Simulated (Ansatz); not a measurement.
**What isotropic strain +0.42 % does to TaTlO3**

Start from TaTlO3 in the cubic perovskite structure (space group Pm-3m, No. 221; a = 4.034 Å; a cell from a computed database, its experimental status unchecked).

Now apply this change: every lattice vector is stretched by 0.42 %; the atoms relax in the strained cell.

Method: PBEsol in Ansatz (plane waves to 420 eV, PAW, no SOC). Γ-centred 8×8×8 mesh, Fermi–Dirac width 0.05 eV.

Shortest interatomic distance: 2.025 Å (base 2.017 Å)
Energy relative to the base (free energy F): +1.4 meV/atom
Pressure: -2.52 GPa (base -0.01 GPa)
Band gap: 0.64 eV (base 0.61 eV)
Gap character: direct at X (base direct at X)
Width of the top valence band: 2.39 eV (base 2.44 eV)
Hole mass: 0.22 mₑ along k, 1.0 mₑ across (at X) (base 0.22 mₑ along k, 1.0 mₑ across (at X))

With Ta and Tl present, leaving out spin-orbit coupling can change the band edges. Masses are band curvatures over ±0.01 Å⁻¹ around the edge. Along k means along the line from Γ to the band edge. Stability against distortions was not tested. Many cubic perovskites are stable only at high temperature; tilts and polar distortions were not tested.

Ansatz is a program for electronic structure.
